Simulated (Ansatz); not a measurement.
The starting structures come from a database of crystals and need not be the phases stable at ambient conditions.

Tunnelling through a barrier is set by its complex band structure: the current falls as exp(−2κd) with the smallest κ.

Consider the following.

```yaml
crystal:
  lattice:
    - [6.40684, 0.00000, 0.00000]
    - [3.20342, 8.37561, 0.00000]
    - [3.20342, -0.40840, 1.80384]
  atoms:
    - { symbol: Y, position: [0.98915, 0.67752, 0.67752] }
    - { symbol: Y, position: [0.01085, 0.32248, 0.32248] }
    - { symbol: C, position: [0.00000, 0.00000, 0.00000] }
    - { symbol: N, position: [0.84985, 0.15015, 0.15015] }
    - { symbol: N, position: [0.15015, 0.84985, 0.84985] }
    - { symbol: O, position: [0.27001, 0.39666, 0.39666] }
    - { symbol: O, position: [0.72999, 0.60334, 0.60334] }
```

Space group of this cell: P-3m1. The cell is taken as given; by r2SCAN its mean pressure is 0.8 GPa.

Transport runs along the normal of the first two printed cell vectors, the (111) plane of the conventional cell.

The gap is the functional's own, uncorrected, and κ follows it; spin-orbit coupling is left out. Mid-gap values are interpolated between the computed energies.

Question: State the band gap and the smallest decay constant κ at mid-gap according to Ansatz (a quantum-chemistry and plane-wave program) with r2SCAN.

Answer: Gap 4.39 eV on a 16×16×16 mesh; κ = 0.475 1/Å, at the zone centre.
